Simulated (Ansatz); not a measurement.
PrAu (Pnma, No. 62; cell taken from a computed entry) was calculated with r²SCAN (Ansatz, a first-principles code, PAW).

Numerical settings: plane-wave cutoff 500 eV, 8×12×10 k mesh (along the axes of the cell as run), Fermi–Dirac smearing 0.1 eV, spin-polarised start, scalar-relativistic PAW data made under PBE.

Computed at the level's own relaxed cell.

### Question
Predict the volume per atom.

### Answer

- volume per atom: 27.15 Å³/atom

Note: the magnetic order was assumed, not searched for or taken from measurement; the relaxation could not lower the start's symmetry, so the cell can be a saddle point above a distorted one; the 4f shell is treated without U or exact exchange, so its levels and filling can be wrong.

Spin–orbit coupling is not included; it can shift volumes and moduli of such heavy elements.

The computed numbers hold no vibrational or temperature effects.
